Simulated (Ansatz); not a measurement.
The reference is TlBr in the CsCl type structure (space group Pm-3m, No. 221; a = 3.9145 Å). Axes: x, y, z lie along the cube axes.

All numbers come from PBEsol/PAW in Ansatz (a first-principles code), without spin-orbit coupling.

Before the change:

| Quantity | Result |
|---|---|
| Band gap | 1.59 eV |
| Pressure | 0.00 GPa |
| Smallest direct gap | 1.59 eV |

It is then changed as follows: compressive biaxial strain of 2.50 % in the plane normal to [001], as in epitaxy on a mismatched substrate; the out-of-plane cell vector and the atoms relax.

Task: Estimate the effect on the band gap.

Result: The band gap shrinks by 0.293 eV (1.59 eV → 1.29 eV).

Task: What does the calculation give for the energy relative to the base after the change?

Result: The energy rises by 5.4 meV/atom.

Task: Predict the new pressure.

Result: The pressure (mean of the normal stresses, compression positive) goes from zero to 0.79 GPa.

Task: Estimate the effect on the smallest direct gap.

Result: The smallest direct gap shrinks by 0.13 eV to 1.46 eV.

Spin-orbit coupling, missing from the scalar runs, can matter with Tl. Whether these cells are dynamically stable was not tested.
